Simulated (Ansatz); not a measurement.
Results of PBEsol (Ansatz, an electronic-structure program, plane waves, PAW) for AlB2-type MgB2.

Numerical settings: plane-wave cutoff 500 eV, 18×18×12 k mesh (along the axes of the cell as run), Fermi–Dirac smearing 0.05 eV, scalar-relativistic PAW data made under PBE.

Computed at the level's own relaxed cell.

Estimate the equilibrium volume per atom, lattice parameter a and lattice parameter c that the calculation returns.


* **equilibrium volume per atom**: 9.47 Å³/atom
* **lattice parameter a**: 3.064 Å
* **lattice parameter c**: 3.495 Å

Measured, for comparison: lattice constant a 3.083 Å, lattice parameter c 3.521 Å (300 K, no zero-point or thermal correction; as tabulated in Loa et al. (2002), arXiv:cond-mat/0206051). Computed (rounded) less measured: lattice constant a -0.6 %, lattice parameter c -0.7 %. A static lattice is as a rule a little smaller and stiffer than an uncorrected measurement, which narrows the difference in the lattice constant a, lattice parameter c and would widen misses of the other sign.

The computed numbers hold no vibrational or temperature effects.

Cost on a shared machine: around 18 core-seconds (rough).
